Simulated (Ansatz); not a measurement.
## Effect of biaxial strain −2.08 %, plane normal [111], relaxed out of plane on HgS

Start from HgS in the zinc blende structure (space group F-43m, No. 216; a = 5.8759 Å). Axes: x, y, z lie along the cube axes.

One thing is altered: biaxial strain −2.08 %, plane normal [111], relaxed out of plane (Cartesian); in-plane vectors clamped, the third vector and the atoms free.

Calculations: DFT with PBEsol, PAW potentials and a 420 eV plane-wave cutoff in Ansatz (a quantum-chemistry and plane-wave program), without spin-orbit coupling. Settings: 10×10×10 k-points, 0.05 eV Fermi–Dirac smearing.

The space group goes from F-43m (No. 216) to R3m (No. 160) and the shortest interatomic distance decreases by 0.0297 Å, from 2.544 Å to 2.515 Å. The energy goes up by 6.3 meV/atom and the pressure (mean of the normal stresses, compression positive) goes from zero to 1.3 GPa. The band gap is still zero and the out-of-plane strain amounts to +2.03 % (rough). The mean in-plane stress (compression positive) amounts to +1.9 GPa (rough).

The mesh was chosen for an insulator and is coarse for the gapless case. Without a gap, meshes like the base's 10×10×10 leave anisotropic stresses uncertain by several tenths of a GPa, and small strain energies with them. With Hg present, leaving out spin-orbit coupling can change the band edges. Whether these cells are dynamically stable was not tested. The final runs are not spin-polarised. The zero or small gap of HgS can change with the level of theory.
